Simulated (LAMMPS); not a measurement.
Surface tension of the liquid across the composition of Au (fcc) with a share x of Au sites Ni; each row has its own temperature.

All values are model results, not measurements: classical MD, pair style eam, the elements' _u3.eam files (universal-3 set of Foiles, Baskes and Daw), run in LAMMPS.

```json
[
 {"x": "0.25", "surface tension": "0.53 ± 0.02 N/m", "T (K)": "1720"},
 {"x": "0.5", "surface tension": "0.64 ± 0.02 N/m", "T (K)": "1840"},
 {"x": "0.75", "surface tension": "0.66 ± 0.03 N/m", "T (K)": "1960"}
]
```

The ± values are statistical; the model's systematic error is not in them.
